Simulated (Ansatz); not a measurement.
TiAs, treated with HSE06 (Ansatz, a program for electronic structure, PAW).

Numerical settings: plane-wave cutoff 520 eV, 12×12×2 k mesh (along the axes of the cell as run), Fermi–Dirac smearing 0.03 eV, no spin polarisation, scalar-relativistic PAW data made under PBE.

Starting structure:

```
CELL_PARAMETERS angstrom
      3.64000     0.00000     0.00000
     -1.82000     3.15233     0.00000
      0.00000     0.00000    12.28000
ATOMIC_POSITIONS crystal
  Ti 0.66667 0.33333 0.62500
  Ti 0.33333 0.66667 0.12500
  Ti 0.33333 0.66667 0.37500
  Ti 0.66667 0.33333 0.87500
  As 0.00000 0.00000 0.50000
  As 0.00000 0.00000 0.00000
  As 0.66667 0.33333 0.25000
  As 0.33333 0.66667 0.75000
```

### Question
Into what structure does the relaxation of cell and atoms lead at this level, with the symmetry of the start kept?

### Answer
The volume falls by 4.0 %; final space group P6_3/mmc.
```
CELL_PARAMETERS angstrom
      3.61077     0.00000     0.00000
     -1.80539     3.12702     0.00000
      0.00000     0.00000    11.98237
ATOMIC_POSITIONS crystal
  Ti 0.66667 0.33333 0.61668
  Ti 0.33333 0.66667 0.11668
  Ti 0.33333 0.66667 0.38332
  Ti 0.66667 0.33333 0.88332
  As 0.00000 0.00000 0.50000
  As 0.00000 0.00000 0.00000
  As 0.66667 0.33333 0.25000
  As 0.33333 0.66667 0.75000
```
